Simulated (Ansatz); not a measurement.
An Ansatz (a program for electronic structure) run: hypothetical P4/nmm W2B with a change (tensor shear ε_xy = +0.64 %); PBE-D3(BJ) (Ansatz, PAW, without spin-orbit coupling).

Input:

Ansatz 0.2 input:
```yaml
crystal:
  lattice:
    - [3.4619848904, 0.0221567033, 0]
    - [0.0221567033, 3.4619848904, 0]
    - [0, 0, 6.3622510887]
  atoms:
    - { symbol: W, position: [0, 0, 0] }
    - { symbol: W, position: [0.5, 0.5, 0] }
    - { symbol: W, position: [0.5, 0, 0.3605408157] }
    - { symbol: W, position: [0, 0.5, 0.6394591843] }
    - { symbol: B, position: [0.5, 0, 0.7215987522] }
    - { symbol: B, position: [0, 0.5, 0.2784012478] }
basis: { ecutwfc: 420, ecutrho_ratio: 4, xc_grid: 2, fft_grid_basis: typed }
kpoints: { mp_grid: { grid: [13, 13, 8] } }
hamiltonian:
  xc: pbe
  dispersion: d3bj
  pseudopotentials: { kind: paw }
scf: { occupations: { method: fermi_dirac, width: 0.05 }, convergence: { dr2_threshold: 0.0000000006 } }
relax: { f_tol: 0.005, max_steps: 50 }
output: { forces: true, stress: true }
checkpoint: { write: state.ck, write_every: 1000 }
```

Output (explanatory and most iteration lines left out):

```
Relaxation: its limit of steps is 50 (relax.max_steps)
Pseudopotential: W, paw, valence charge 14
Pseudopotential: B, paw, valence charge 3
Crystal: 6 atoms, lattice volume = 76.251 Å³
Basis set: ecut = 420 eV, 1469 PW (Γ), exchange–correlation on 48×48×90 points (8 copies of the dense FFT grid, shifted against one another)
Bands: 38, of which v1, the nominal top of the filled ones, is band 31 counted from 1 (30 counted from 0)
Symmetry: 8 space group operations
Space group: Cmme (ITA 67), of the structure as read, at distance tolerance 4.2e-5 Å
k-points: 245 of 1352
Functional: x = pbe(κ = 0.804, μ = 0.2195149727645171), c = pbe(β = 0.06672455060314922)
SCF iter   1: F=—  HF=-41852.850524 eV  |F-HF|=—  |Δ(HF+E_count)|=         —  Δρ=8.37e-3  dr2=2.39e-2  ethr=1.77e-3  ⟨swp⟩=5.6  Hψ=36913  notcnv=0  defer=39
SCF iter   2: F=—  HF=-41852.847262 eV  |F-HF|=—  |Δ(HF+E_count)|=   3.26e-3  Δρ=4.80e-3  dr2=8.28e-3  ethr=3.86e-5  ⟨swp⟩=1.0  Hψ=11279  notcnv=0  defer=47
SCF 1 converged in 8 iterations: F = -41852.845910 eV  dr2 = 2.34e-11
relax step   1: F+E_penalty+E_count = -41852.84590959 eV  Δ(F+E_penalty+E_count) = +0.000e0 eV  max|allowed force component| = 6.579e-4 eV/Å  Δτ_max = 0.0000 Å  (8 SCF iters, accepted)
SCF converged after 8 iterations
Free energy (F): -41852.845910 eV
Internal energy: -41852.817942 eV  (E = F + TS)
E sigma→0 (E₀):  -41852.831926 eV
Entropy (-TS):   -0.027968 eV (-4.661 meV/atom)
Fermi energy:    20.966480 eV
  E_disp       = -3.260197  (pairwise vdW)
--- Forces (eV/Å), atoms counted from 1 ---
  atom   1  W      0.00000000    -0.00000000     0.00000000
  atom   2  W     -0.00000000    -0.00000000    -0.00000000
  atom   3  W     -0.00000000     0.00000000     0.00045728
  atom   4  W      0.00000000     0.00000000    -0.00045728
  atom   5  B     -0.00000000    -0.00000000     0.00065786
  atom   6  B      0.00000000     0.00000000    -0.00065786
--- Stress (GPa, compression-positive) ---
        0.108882      -3.010459       0.000000
       -3.010459       0.108882      -0.000000
        0.000000      -0.000000      -0.019518
  P = ⅓ Tr σ = 0.0661 GPa (0.661 kbar)
--- Relaxed structure (1 steps of the walk, 1 accepted, 0 SCFs on fresh bases) ---
  atoms:
    - { symbol: W, position: [0.0, 0.0, 0.0] }
    - { symbol: W, position: [0.49999999999999994, 0.49999999999999994, 0.0] }
    - { symbol: W, position: [0.5, -4.336808689942018e-19, 0.3605408157000001] }
    - { symbol: W, position: [-4.336808689942018e-19, 0.5, 0.6394591843000001] }
    - { symbol: B, position: [0.5, -4.336808689942018e-19, 0.7215987522000002] }
    - { symbol: B, position: [-4.336808689942018e-19, 0.5, 0.27840124780000003] }
```

Without a gap, meshes like the base's 13×13×8 leave anisotropic stresses uncertain by several tenths of a GPa, and small strain energies with them. The cells carry an imposed strain or load. Stability against distortions was not tested. All final runs are without spin polarisation. The cell was made from W2B (space group P4/nmm, No. 129; a hypothetical phase, not in the database extracts checked) by this change: tensor shear ε_xy = +0.64 %.
